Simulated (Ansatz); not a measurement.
## Ansatz run on ZrC (Fm-3m, 2 atoms in the cell): self-consistent single point

Method of the run: PBE (plane waves, PAW; Ansatz, a program for electronic structure).

Input as run:

Ansatz 0.2 input:
```yaml
crystal:
  lattice:
    - [0.00000000, 2.35643500, 2.35643500]
    - [2.35643500, 0.00000000, 2.35643500]
    - [2.35643500, 2.35643500, 0.00000000]
  atoms:
    - { symbol: Zr, position_ang: [0.00000000, 0.00000000, 0.00000000] }
    - { symbol: C, position_ang: [2.35643500, 2.35643500, 2.35643500] }
kpoints:
  mp_grid: { grid: [8, 8, 8] }
hamiltonian:
  xc: pbe
  pseudopotentials: { kind: paw }
scf:
  occupations: { method: cold, width: 0.1 eV }
output:
  forces: true
  eigenvalues: true
  stress: true
```

Log, with long lists cut:

```
WARN basis.ecutwfc = 420 eV, the default
WARN ansatz: RAYON_NUM_THREADS=1 ignored (pool sized by the plan → 1); use --threads N
Pseudopotentials: kind: paw
Pseudopotential: Zr, paw, valence charge 12
Pseudopotential: C, paw, valence charge 4
Crystal: 2 atoms, lattice volume = 26.170 Å³
Basis set: ecut = 420 eV, 531 PW (Γ), exchange–correlation on 48×48×48 points (8 copies of the dense FFT grid, shifted against one another)
Bands: 12, of which v1, the nominal top of the filled ones, is band 8 counted from 1 (7 counted from 0)
Symmetry: 48 space group operations
Space group: Fm-3m (ITA 225), of the structure as read, at distance tolerance 3.0e-5 Å
k-points: 29 of 512
Initial density: superposition of atomic densities (neutral atoms: chi_scale 0, normalization atom), corrected by the library's trained network
Initial wavefunctions: pseudopotential atomic-orbital guess
Eigensolver: davidson
Functional: x = pbe(κ = 0.804, μ = 0.2195149727645171), c = pbe(β = 0.06672455060314922)
SCF iter   1: F=—  HF=-4436.493206 eV  |F-HF|=—  |Δ(HF+E_count)|=         —  Δρ=1.65e-3  dr2=7.75e-4  ethr=1.77e-3  ⟨swp⟩=5.0  Hψ=1735  notcnv=0
all-band conjugate gradients solve this SCF's bands
preconditioner: auto → none
SCF iter   2: F=—  HF=-4436.492866 eV  |F-HF|=—  |Δ(HF+E_count)|=   3.40e-4  S|Δr|=    0.00e0  Δρ=9.64e-4  dr2=2.85e-4  ethr=4.84e-6  ⟨swp⟩=2.6  Hψ=759  notcnv=0
SCF iter   3: F=—  HF=-4436.492839 eV  |F-HF|=—  |Δ(HF+E_count)|=   2.64e-5  S|Δr|=    0.00e0  Δρ=2.95e-4  dr2=2.07e-5  ethr=1.78e-6  ⟨swp⟩=2.0  Hψ=438  notcnv=0
SCF iter   4: F=—  HF=-4436.492829 eV  |F-HF|=—  |Δ(HF+E_count)|=   1.00e-5  S|Δr|=    0.00e0  Δρ=1.04e-4  dr2=2.59e-6  ethr=1.30e-7  ⟨swp⟩=2.3  Hψ=566  notcnv=0
SCF iter   5: F=-4436.492829 eV  HF=-4436.492829 eV  |F-HF|=3.10e-9  |Δ(HF+E_count)|=   8.67e-7  S|Δr|=    0.00e0  Δρ=1.34e-5  dr2=2.47e-8  ethr=6.25e-10  ⟨swp⟩=3.1  Hψ=1454  notcnv=0
SCF 1 converged in 5 iterations: F = -4436.492829 eV  dr2 = 2.47e-8
SCF converged after 5 iterations
Stability not checked (fill_not_monotonic)
Free energy (F): -4436.492829 eV
Harris-Foulkes:  -4436.492829 eV  (|F-HF|=3.10e-9)
Internal energy: -4436.492568 eV  (E = F + TS)
E sigma→0 (E₀):  -4436.492742 eV
Entropy (-TS):   -0.000260 eV (-0.130 meV/atom)
Fermi energy:    14.684917 eV
Step filling:    the computed levels leave a gap of 0.0000 eV = 0.0 smearing widths
--- Per-component energies (eV) ---
  E_band       = -50.984055
  E_kinetic    = 422.046123
  E_local      = -598.851176  (includes V_loc(G=0)·N_el)
  E_nonlocal   = 104.358049
  E_hartree    = 179.711896
  E_xc         = -211.279459
  E_vxc        = -252.570859  (∫ρ·V_xc dr)
  E_paw        = -3051.976793  (= ΣΔE_a)
  E_vpaw       = -85.387922  (= ΣTr[D̂ρ^β])
  E_aug_tail   = 0.000037  (compensation charges beyond the density's cutoff)
  E_ewald      = -1280.501245
  E_smearing   = -0.000260  (= −TS)
  E_closure    = -0.000000  (closes the sum)
  Σ components = -4436.492829   (vs F -4436.492829, Δ=0.00e0)
--- Forces (eV/Å), atoms counted from 1 ---
  atom   1  Zr    -0.00000000     0.00000000    -0.00000000
  atom   2  C      0.00000000     0.00000000     0.00000000
  max |Σ_I F_I| component: 3.22e-30 eV/Å
--- Stress (GPa, compression-positive) ---
       -0.578001      -0.000000      -0.000000
       -0.000000      -0.578001      -0.000000
        0.000000      -0.000000      -0.578001
  P = ⅓ Tr σ = -0.5780 GPa (-5.780 kbar)
  The stress holds the Pulay correction. Without it, at fixed plane waves, as pw.x and ABINIT print it: P = -0.7768 GPa
--- Band table (eV; the first three rows and the last of 29) ---
  k-point 0: bands = ["-33.3983", "-11.1159", "-11.1159", "-11.1159", "3.4535", "15.6672", "15.6672", "15.6672", "15.8234", "15.8234", "15.8234", "17.5208"]
  k-point 1: bands = ["-33.3840", "-11.2457", "-11.1273", "-11.1273", "3.7970", "13.9819", "14.3527", "14.3527", "16.3202", "16.3202", "16.7787", "19.0577"]
  k-point 2: bands = ["-33.3495", "-11.5462", "-11.1546", "-11.1546", "4.6985", "12.0084", "12.9892", "12.9892", "17.2775", "17.2775", "17.5008", "21.4512"]
  k-point 28: bands = ["-33.2678", "-11.6130", "-11.6130", "-11.4136", "5.3012", "12.1132", "12.3951", "12.3951", "17.9953", "17.9953", "20.3457", "21.7050"]
```

The run converged in 5 iterations.

The starting cell comes from a database of computed structures (which also holds hypothetical and non-ambient phases and stackings), without a prior relaxation at this level. Ansatz's pressure includes its estimate of the finite-basis (Pulay) stress.
